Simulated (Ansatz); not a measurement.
System: GeSiC2 (model structure, started from the AlGaN2 type, P-4m2, No. 115, 4 atoms in the cell). Method: G0W0@PBEsol+SOC (plane waves, hard PAW, contour deformation, complete-basis limit, spin–orbit shift from PBEsol; Ansatz, an electronic-structure program).

Numerical settings: largest k mesh 8×8×6 (not extrapolated in the mesh).

Cell (relaxed with PBEsol):

```
C2GeSi
1.0
    3.15667     0.00000     0.00000
    0.00000     3.15667     0.00000
    0.00000     0.00000     4.45087
Ge Si C
1 1 2
Direct
  0.50000   0.50000   0.50000
  0.00000   0.00000   0.00000
  0.50000   0.00000   0.76370
  0.00000   0.50000   0.23630
```

**Question.** Predict the band gap.

**Answer.** 
- band gap = 2.40 eV

Note: filled d or f shells below the valence bands can shift G0W0 gaps through exchange with them, which wasn't tested here; spin–orbit coupling enters as the shift of the gap found with a semilocal functional; the relaxation could raise the start's symmetry but not lower it, so the cell can be a saddle point.

Computed values are for the static lattice.

A model structure was made by putting elements into a prototype or built by hand; it is no filed structure, need not be a known phase, and can be a saddle point held by its symmetry.
